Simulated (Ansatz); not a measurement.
A computed series for GaP: pressure series

Take GaP in the zinc blende structure (space group F-43m, No. 216; a = 5.391 Å) as the base.

Cell and atoms are relaxed at each pressure.

The values are results of LDA in Ansatz (plane waves to 420 eV, PAW, no SOC), not measurements.

Notes on the quantities. enthalpy: H = E + PV relative to the base's energy.

```tsv
change	lattice parameter a	smallest direct gap	band gap	enthalpy
base	5.391 Å	1.88 eV	1.38 eV	–
pressure −2 GPa	5.433 Å	1.69 eV	1.42 eV	-0.25 eV/atom
pressure −1 GPa	5.412 Å	1.79 eV	1.40 eV	-0.12 eV/atom
pressure 0.9 GPa	5.374 Å	1.96 eV	1.37 eV	+0.11 eV/atom
pressure 2.1 GPa	5.351 Å	2.07 eV	1.34 eV	+0.25 eV/atom
pressure 4.5 GPa	5.311 Å	2.26 eV	1.30 eV	+0.54 eV/atom
pressure 9 GPa	5.244 Å	2.59 eV	1.22 eV	+1.05 eV/atom
pressure 15 GPa	5.169 Å	2.96 eV	(withheld)	+1.71 eV/atom
pressure 22.5 GPa	5.092 Å	3.35 eV	1.00 eV	+2.50 eV/atom
pressure 30 GPa	5.026 Å	3.61 eV	(withheld)	+3.26 eV/atom
```

Problem. Some entries are withheld; estimate them.

Solution. 
- pressure 15 GPa, band gap: 1.12 eV
- pressure 30 GPa, band gap: 0.90 eV

Load acts through the strain it causes; cell and atoms are relaxed under it. No phonon test of stability was made. Measured, GaP leaves this structure (for a Cmcm phase) near 26 GPa (temperature not stated; as listed in Datta, Sujoy, Jana, Debnarayan, arXiv (2020)).

Ansatz is a program for electronic structure.
